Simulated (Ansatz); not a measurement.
Levels about the gap of amorphous In₉Ga₉Zn₉O₄₁Ta₂ (70 atoms in a cell of 887 Å³, 6.12 g/cm³; zone centre alone, so wide bands show as single levels with stretches between that a denser mesh fills), at the geometry that PBE relaxed, where it gives 0.8 GPa on a denser mesh. The participation number counts the atoms over which a state spreads; weights are charges in smoothed Voronoi cells. The levels come from a single point, so bond lengths are those of that geometry. Method of the levels: PBE, scalar-relativistic without spin-orbit coupling (Ansatz, a program for electronic structure). Sampling: the zone centre alone; Fermi-Dirac width 0.02 eV; no spin polarisation. At PBE the levels at the filled edge of the gap are localised (band-tail or defect states).

Preparation: random packing, a CHGNet melt and quench, and a DFT relaxation. O atoms were pushed apart under 1.9 Å during the dynamics, to hinder bonds among them. The hot cell started wider than the set density and was brought back towards it in steps. It is the lowest in DFT energy of 2 quenches. It is a model cell: composition and starting density were chosen by hand, and all elements were melted together. No dispersion term was used. Its density started from a set value of 6.12 and ended at 6.12 g/cm³. Cooling (nominally 320 K/ps over its main leg) ran many orders faster than in experiment, which tends to leave more defects and strain. A cell of this size samples the disorder only roughly. The volume was held where the preparation left it and the shape relaxed, at a PBE pressure of 0.8 GPa. Stress components on the final sampling reach 0.9 GPa.

```json
[
 {"E - E(highest filled), eV": "-0.36", "filling": "filled", "participation number": "22.7", "largest on": "O, 4 neighbours", "weight O": "0.86", "weight Ta": "0.00", "weight In": "0.02", "weight Zn": "0.10"},
 {"E - E(highest filled), eV": "-0.34", "filling": "filled", "participation number": "19.8", "largest on": "O, 3 neighbours", "weight O": "0.90", "weight Ta": "0.01", "weight In": "0.02", "weight Zn": "0.05"},
 {"E - E(highest filled), eV": "-0.31", "filling": "filled", "participation number": "14.7", "largest on": "O, 4 neighbours", "weight O": "0.87", "weight Ta": "0.00", "weight In": "0.01", "weight Zn": "0.10"},
 {"E - E(highest filled), eV": "-0.24", "filling": "filled", "participation number": "15.8", "largest on": "O, 4 neighbours", "weight O": "0.84", "weight Ta": "0.00", "weight In": "0.01", "weight Zn": "0.12"},
 {"E - E(highest filled), eV": "-0.12", "filling": "filled", "participation number": "8.0", "largest on": "O, 3 neighbours", "weight O": "0.93", "weight Ta": "0.01", "weight In": "0.01", "weight Zn": "0.03"},
 {"E - E(highest filled), eV": "-0.06", "filling": "filled", "participation number": "5.9", "largest on": "O, 4 neighbours", "weight O": "0.91", "weight Ta": "0.00", "weight In": "0.01", "weight Zn": "0.06"},
 {"E - E(highest filled), eV": "0.00", "filling": "filled", "participation number": "6.3", "largest on": "O, 3 neighbours", "weight O": "0.93", "weight Ta": "0.00", "weight In": "0.01", "weight Zn": "0.04"},
 {"E - E(highest filled), eV": "1.16", "filling": "empty", "participation number": "61.7", "largest on": "In, 5 neighbours", "weight O": "0.52", "weight Ta": "0.01", "weight In": "0.22", "weight Zn": "0.14"},
 {"E - E(highest filled), eV": "3.32", "filling": "empty", "participation number": "35.6", "largest on": "Ta, 6 neighbours", "weight O": "0.52", "weight Ta": "0.11", "weight In": "0.25", "weight Zn": "0.08"},
 {"E - E(highest filled), eV": "3.57", "filling": "empty", "participation number": "26.7", "largest on": "Ta, 6 neighbours", "weight O": "0.50", "weight Ta": "0.15", "weight In": "0.26", "weight Zn": "0.05"},
 {"E - E(highest filled), eV": "3.74", "filling": "empty", "participation number": "35.1", "largest on": "Ta, 6 neighbours", "weight O": "0.53", "weight Ta": "0.14", "weight In": "0.20", "weight Zn": "0.07"},
 {"E - E(highest filled), eV": "3.85", "filling": "empty", "participation number": "13.0", "largest on": "Ta, 6 neighbours", "weight O": "0.41", "weight Ta": "0.36", "weight In": "0.06", "weight Zn": "0.05"},
 {"E - E(highest filled), eV": "3.92", "filling": "empty", "participation number": "19.3", "largest on": "Ta, 6 neighbours", "weight O": "0.45", "weight Ta": "0.28", "weight In": "0.14", "weight Zn": "0.08"},
 {"E - E(highest filled), eV": "3.98", "filling": "empty", "participation number": "34.9", "largest on": "Ta, 6 neighbours", "weight O": "0.52", "weight Ta": "0.11", "weight In": "0.15", "weight Zn": "0.14"}
]
```

Most localised among these is the filled level at -0.06 eV, on a O atom, which has 4 neighbours (Ga 1.89 Å, Zn 1.94 Å, Zn 1.98 Å, In 2.62 Å).
